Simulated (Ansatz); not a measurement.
Results of HSE06 (PAW; Ansatz, a quantum-chemistry and plane-wave program) for SrZrO₃ (Pnma, No. 62).

Run with plane-wave cutoff 460 eV, 4×4×4 k mesh, Fermi–Dirac smearing 0.01 eV, scalar-relativistic PAW data made under PBE.

Cell (relaxed with PBEsol):

Space group Pnma (No. 62); a = 5.8155 Å, b = 8.1615 Å, c = 5.7575 Å, α = β = γ = 90.00°

```csv
atom,site,symmetry,x,y,z
Sr,4c,.m.,0.0331,0.2500,0.4923
Zr,4a,-1,0.0000,0.0000,0.0000
O,8d,1,0.2863,0.0412,0.2135
O,4c,.m.,0.0205,0.7500,0.0779
```

### Question
What does this level give for the band gap and smallest direct gap on the k points sampled?

### Answer

band gap: 5.39 eV
smallest direct gap on the k points sampled: 5.41 eV

Note: cell and atoms aren't relaxed at this level (pressure 1.2 GPa).

Spin–orbit coupling is not included.

Static lattice: no zero-point or thermal effects.

Computing time: about 30 core-minutes (a rough figure).
